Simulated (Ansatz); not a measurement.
Base system: Rh in the fcc (Cu type) structure (space group Fm-3m, No. 225; a = 3.755 Å; relaxed with 0.1 eV smearing). Axes: x, y, z lie along the cube axes.

Calculations: LDA (Ansatz, a quantum-chemistry and plane-wave program), scalar-relativistic without spin-orbit coupling.

Before the change:

- Shortest interatomic distance = 2.655 Å

One thing is altered: the cell is compressed by 1.50 % along z with no lateral relaxation; the atoms relax in the strained cell.

Problem. What does the calculation give for the stress, shortest interatomic distance and energy relative to the base after the change?

Solution. The stress (xx, yy, zz, yz, xz, xy; compression positive) amounts to (3.6, 3.6, 7.8, 0.0, 0.0, 0.0) GPa; the shortest interatomic distance falls by 0.020 Å, from 2.655 Å to 2.635 Å; the energy rises by 4.8 meV/atom.

Whether these cells are dynamically stable was not tested. The final runs are not spin-polarised.
